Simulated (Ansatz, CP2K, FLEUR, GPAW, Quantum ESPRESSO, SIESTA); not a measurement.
NaSn2Pd3 (P6mm, 6 atoms in the cell) computed with different codes at matched settings

Self-consistent single point.

```yaml
crystal:
  lattice:
    - [5.88826, 0.00000, 0.00000]
    - [-2.94413, 5.09939, 0.00000]
    - [0.00000, 0.00000, 4.34897]
  atoms:
    - { symbol: Na, position: [0.00000, 0.00000, 0.19263] }
    - { symbol: Sn, position: [0.66667, 0.33333, 0.49615] }
    - { symbol: Sn, position: [0.33333, 0.66667, 0.49615] }
    - { symbol: Pd, position: [0.00000, 0.50000, 0.99502] }
    - { symbol: Pd, position: [0.50000, 0.00000, 0.99502] }
    - { symbol: Pd, position: [0.50000, 0.50000, 0.99502] }
```

Shared settings, as Ansatz (an electronic-structure program) writes them: kpoints.mp_grid.grid = 5 5 5; scf.occupations.method = gaussian; scf.occupations.width = 0.05 eV. Potentials and cutoffs stand in the table.

```csv
code,model,pressure (GPa),largest force (eV/Å),cutoff
Ansatz,"LDA (PW92), PAW files made with PBE",-9.28,0.098,420 eV
CP2K,"LDA (Pade form), GPW, DZVP-MOLOPT-SR-GTH basis, GTH-PADE potentials (GTH_POTENTIALS)",-10.49,–,grid 950 Ry
SIESTA,"LDA PW92, numerical atomic orbitals DZP, PseudoDojo LDA standard norm-conserving potentials (rewritten from UPF to PSML)",-8.08,0.117,grid 400 Ry
Quantum ESPRESSO,"LDA (PZ), GBRV 1.5 ultrasoft (LDA) pseudopotentials",-9.16,0.095,40 Ry
FLEUR,"LDA (Perdew-Zunger), all-electron FLAPW (FLEUR), scalar-relativistic valence",–,0.099,Kmax 4.1 1/bohr
GPAW,"LDA (Perdew-Wang 92), GPAW PAW datasets LDA (gpaw-data 1.0.1)",-9.27,0.095,850 eV
```

Size of the force on each atom (eV/Å): Sizes of forces hide their directions.

```tsv
code	Na1	Sn2	Sn3	Pd4	Pd5	Pd6
Ansatz	0.098	0.001	0.001	0.033	0.033	0.033
SIESTA	0.117	0.016	0.016	0.049	0.049	0.049
Quantum ESPRESSO	0.095	0.001	0.001	0.032	0.032	0.032
FLEUR	0.099	0.002	0.002	0.034	0.034	0.034
GPAW	0.095	0.001	0.001	0.033	0.033	0.033
```

A dash marks a value that a program does not give, or that is left out as unsure.

On Ansatz's run: spin polarisation is off.

The spread over the programs that give each value: pressure within 2.41 GPa; largest force within 0.022 eV/Å.

CP2K and SIESTA use small atom-centred bases, whose incompleteness enters pressures, forces and empty levels differently from a plane-wave cutoff. FLEUR treats all electrons, but the usual bases taken here (sphere radii, linearisation, local orbitals, empty states) were not tested for convergence, so the values are no reference for the others. Ansatz's pressure is given at a fixed set of plane waves, as the other plane-wave codes print theirs. The same LDA comes in different parametrisations, which differ slightly. In the pressure, CP2K (by 1.22) and SIESTA (by 1.19) lie more than 1 GPa from the median of the plane-wave programs.

The starting cell comes from a database of computed structures (which also holds hypothetical and non-ambient phases and stackings), without a prior relaxation at this level. Its lattice was rescaled by a random factor within 2.5 % of one.

Left out of this page: Elk (not drawn, or without a comparable value).

Keys are those of Ansatz 0.2.
